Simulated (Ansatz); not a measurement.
**SnGe (model structure, started from the litharge type, P4/nmm, No. 129, 4 atoms in the cell): equilibrium lattice constant a by level of theory**

No measured value is used here.

```json
[
 {"level (code)": "PBE (Ansatz)", "value (Å)": "4.092"},
 {"level (code)": "PBEsol (Ansatz)", "value (Å)": "4.009"},
 {"level (code)": "PBE-D3(BJ) (Ansatz)", "value (Å)": "?"}
]
```

Problem. What belongs in the gaps?

Solution. 
- PBE-D3(BJ) (Ansatz, a program for electronic structure), value (Å): 4.034

PBE-D3(BJ): a distance lies near a switch of the dispersion term, which can move the cell. Ansatz's density-functional and Hartree–Fock values are scalar-relativistic unless marked +SOC, with PAW data made under PBE.

A model structure was made by putting elements into a prototype or built by hand; it is no filed structure, need not be a known phase, and can be a saddle point held by its symmetry.
